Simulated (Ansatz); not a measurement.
Consider this model of amorphous B14Te42.

```xyz
56
Lattice="11.4941 0.0000 0.0000 0.0000 11.4941 0.0000 0.0000 0.0000 11.4941" Properties=species:S:1:pos:R:3 pbc="T T T"
B      0.3608     6.5029     8.8511
B      4.7190     6.8893     5.4582
B      1.9359     8.8032     7.9455
B      8.0996     1.5624     4.6192
B      4.3085     5.5265     4.5711
B     10.3562     1.2820     1.2938
B      3.2255     9.8424     8.0407
B      7.1789     8.3079     0.3070
B      6.3865     6.3871     6.5433
B      4.9759     7.0645     7.1064
B      6.1591     9.5608     0.8784
B      1.5425     7.1578     7.8087
B     11.4474     4.9869     9.3855
B     10.4806     4.0234     8.4311
Te     3.3833     5.8300     8.1068
Te     1.4150     0.0678     4.2801
Te     6.7073     3.3383    10.6223
Te    11.2740     0.8938    10.7686
Te     0.1723     2.3128     2.8038
Te     0.4995     6.8146     1.3116
Te     3.5020     1.2479     0.9062
Te     3.8777    10.9260     6.1337
Te     9.0367     3.1562     1.2093
Te     8.7965     9.4083    10.5400
Te     3.3479     3.8274     5.9467
Te     9.5365     6.1596     8.6135
Te     0.5247     8.2615    10.2990
Te     7.8905     6.5890     1.6172
Te     4.7937     1.7196     8.0219
Te     5.6022     4.5555     3.0015
Te     6.8854     4.3231     6.9798
Te     3.9309     9.5069     0.4377
Te     7.1618     1.2889     2.5675
Te     9.6160     7.2483     3.7687
Te    11.3817     9.7449     7.5422
Te     0.9385    10.0489     1.7612
Te     4.2583     2.0776     3.6235
Te     0.4021     1.1885     7.0218
Te     9.7801     0.0474     4.9430
Te    11.1077     3.9257     6.2871
Te     9.6321    10.7271     2.0325
Te     0.3981     4.2851    11.4524
Te     6.7022    11.3049    10.9753
Te     8.5361     3.7687     4.7392
Te     3.7924     3.5937    10.9443
Te     3.6369     6.7348     0.0434
Te     7.2111     0.3952     6.2947
Te     6.2769     6.8681    10.2848
Te     2.1240     5.5140     3.8277
Te     9.3477     2.1756     9.0951
Te     4.1146     8.6419     4.1399
Te     6.5207     9.8612     3.1009
Te     5.3485     8.9560     8.2563
Te     2.8412     0.1598     9.3574
Te     1.0828     7.6501     5.5721
Te     7.7491     7.9363     5.8581
```

All values below come from PBE-D3(BJ), scalar-relativistic without spin-orbit coupling, PAW (Ansatz default set, large-core Te) (plane waves to 420 eV; Ansatz, a quantum-chemistry and plane-wave program).

The cell was made by melting and quenching with the CHGNet potential and then relaxed with DFT. The hot cell started wider than the set density and was brought back towards it in steps. It is the lowest in DFT energy of 2 quenches. It is a model cell: composition and starting density were chosen by hand, and all elements were melted together. The geometry includes D3(BJ) dispersion. Its density started from a set value of 5.71 and ended at 6.03 g/cm³. The simulated quench (nominally 140 K/ps over its main leg) is rapid and tends to freeze in more defects than a deposited or slowly cooled glass has. A cell of this size samples the disorder only roughly. The volume was free in the relaxation, at fixed shape. On a 2×2×2 Γ-centred mesh force components of up to 0.24 eV/Å stay, since the relaxation ran on one k-point at (1/4, 1/4, 1/4).

Bonds are counted up to B-B 1.90 Å, B-Te 2.56 Å, Te-Te 3.10 Å.

Task: Give the coordination numbers, mean bond lengths and angles.

Result: 
Mean coordination of B: 3.79 (3 with 3, 11 with 4)
Mean coordination of Te: 2.31 (2 with 1, 26 with 2, 13 with 3, 1 with 4)
Mean Te-Te bond: 2.930 Å (spread 0.074 Å, 31 counted)
Mean B-Te bond: 2.279 Å (spread 0.046 Å, 35 counted)
Mean B-B bond: 1.680 Å (spread 0.020 Å, 9 counted)
Bond angle at B: mean 109.8°, spread 15.9°
Bond angle at Te: mean 95.3°, spread 22.1°
